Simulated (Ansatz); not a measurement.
**SiGe (P6₃mc, No. 186, 4 atoms in the cell; start mp-978534)**

Computed with LDA in Ansatz (PAW).

Settings: plane-wave cutoff 520 eV, 12×12×6 k mesh (along the axes of the cell as run), scalar-relativistic PAW data made under PBE.

Cell (relaxed at this level):

GeSi has the hexagonal space group P6₃mc (No. 186), the wurtzite structure, Pearson symbol hP4. Cell: a = b = 3.8699 Å, c = 6.3962 Å, α = β = 90.00°, γ = 120.00°. Si on 2b is surrounded by 4 Ge at 2.375–2.392 Å (tetrahedral). Ge on 2b is coordinated by 4 Si at 2.375–2.392 Å (tetrahedral). (Neighbours: up to the widest gap in distance over summed covalent radii, below 1.35, at either atom.)

```yaml
Voigt–Reuss–Hill bulk modulus: 84.8 GPa
Voigt–Reuss–Hill shear modulus (Hill average): 59.3 GPa
young_modulus: 144 GPa
poisson_ratio: 0.216
```

Note: the relaxation could not lower the start's symmetry, so the cell can be a saddle point above a distorted one.

Elastic constants are with the ions relaxed.

Static lattice: no zero-point or thermal effects.

A start named mp-… is a Materials Project structure, which need not be a measured phase.

Ansatz is an electronic-structure program.
